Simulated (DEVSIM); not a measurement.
System: Si p-n junction from an implanted or diffused profile, at 300 K.

```
layer (left to right)  material  thickness (μm)  Nd (cm⁻³)   τn (s)   τp (s)
---------------------  --------  --------------  ---------  -------  -------
1                            Si            63.0     1.8e16  0.00012  0.00012
```

Added acceptor profile: 6.9e18 cm⁻³ × exp(−(x − 0.034 μm)²/(2·(0.028 μm)²)). Left contact: ohmic. Right contact: ohmic. Voltage is applied to the left contact. Recombination: SRH at mid-gap, Auger. Gap narrowing is on: ΔEg = 6.92 meV × (l + √(l² + 0.5)), l = ln(N/1.3e17 cm⁻³), shared equally by both band edges. Mobility is constant in doping.

Constants are typed, rounded textbook-type inputs, not results; the design itself was drawn at random and stands for no fabricated device. Values at 300 K.

| parameter | Si |
|---|---|
| gap (eV) | 1.124 |
| affinity (eV) | 4.05 |
| permittivity | 11.7 |
| Nc (cm⁻³) | 2.86e19 |
| Nv (cm⁻³) | 3.1e19 |
| μn (cm²/Vs) | 1417 |
| μp (cm²/Vs) | 470 |
| Cn (cm⁶/s) | 2.8e-31 |
| Cp (cm⁶/s) | 9.9e-32 |

Simulated with DEVSIM: 1D drift-diffusion, Boltzmann statistics, complete ionisation; no tunnelling, impact ionisation, image-force lowering or self-heating.

Q: Tabulate band edges, carrier densities and field at 0.9 V on the left contact.

A: Energies count from the Fermi level of the right contact; mesh points crowd at the junctions.

```
x (μm)   Ec (eV)  Ev (eV)  n (cm⁻³)  p (cm⁻³)  field (V/cm)
-------  -------  -------  --------  --------  ------------
0.000      0.121   -0.958       200    3.3e18          7800
0.02237    0.129   -0.941    5.0e13    6.3e18          2800
0.04448    0.129   -0.941    1.1e14    6.4e18         -2600
0.06845    0.120   -0.959    2.2e14    3.2e18         -8500
0.1006     0.092   -1.014    8.3e14    3.7e17        -18000
0.1236     0.056   -1.066    3.5e15    5.0e16        -17000
0.1482     0.025   -1.098    1.1e16    1.5e16         -8100
0.1892     0.009   -1.114    2.2e16    7.8e15         -1500
0.2712     0.006   -1.117    2.5e16    6.8e15           -18
0.4596     0.006   -1.117    2.5e16    6.8e15            27
0.9375     0.007   -1.116    2.5e16    6.8e15            27
2.774      0.012   -1.111    2.5e16    6.8e15            27
6.380      0.022   -1.101    2.5e16    6.7e15            27
15.53      0.046   -1.077    2.5e16    6.6e15            27
42.90      0.122   -1.001    2.3e16    5.4e15            29
54.82      0.159   -0.964    2.1e16    3.4e15            34
59.54      0.176   -0.947    2.0e16    1.9e15            39
61.60      0.184   -0.939    1.9e16    8.7e14            42
62.59      0.189   -0.934    1.8e16    2.8e14            45
62.84      0.190   -0.933    1.8e16    1.1e14            46
62.95      0.190   -0.933    1.8e16    3.6e13            46
63.00      0.191   -0.933    1.8e16      6700            46
```
